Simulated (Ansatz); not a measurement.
Amorphous In12Ga6Zn6O33, 57 atoms at 5.43 g/cm³, one PBE-relaxed geometry, zone centre. Methods: PBE, scalar-relativistic without spin-orbit coupling (Ansatz, a first-principles code); r2SCAN, scalar-relativistic without spin-orbit coupling (Ansatz); HSE06, scalar-relativistic without spin-orbit coupling (Ansatz); PBE0, scalar-relativistic without spin-orbit coupling (Ansatz). Plane waves to 420 eV (r2SCAN 500 eV); exact exchange is cut at the cell's faces. At PBE the levels at the filled edge of the gap are localised (band-tail or defect states). All rungs ran without spin polarisation.

The cell was made by melting and quenching with the CHGNet potential and then relaxed with DFT. O atoms were pushed apart under 1.9 Å during the dynamics, to hinder bonds among them. The hot cell started wider than the set density and was brought back towards it in steps. It is the lowest in DFT energy of 2 quenches. It is a model cell: composition and starting density were chosen by hand, and all elements were melted together. No dispersion term was used. A short ab initio anneal came between quench and relaxation. Its density started from a set value of 5.43 and ended at 5.43 g/cm³. The simulated quench (nominally 340 K/ps over its main leg) is rapid and tends to freeze in more defects than a deposited or slowly cooled glass has. A cell of this size samples the disorder only roughly. The volume was held where the preparation left it, at a PBE pressure of -1.7 GPa (tension). Stress components on the final sampling reach 5.2 GPa.

The relaxation ran on the zone centre alone. At PBE the level gap is 0.70 eV on a 2×2×2 Γ-centred mesh, and the spacing at the zone centre alone 0.69 eV.

**Question.** What zone-centre spacing does r2SCAN give, roughly?

**Answer.** 1.12 eV (+0.43 eV against PBE).

**Question.** What zone-centre spacing does HSE06 give, roughly?

**Answer.** 2.19 eV (+1.51 eV against PBE).

**Question.** What zone-centre spacing does PBE0 give, roughly?

**Answer.** 2.93 eV (+2.24 eV against PBE).

The highest filled and the lowest empty state spread over these numbers of atoms (participation numbers): PBE: 2.5 and 51.1; r2SCAN: 2.6 and 50.3; HSE06: 3.9 and 49.8; PBE0: 4.1 and 49.9.
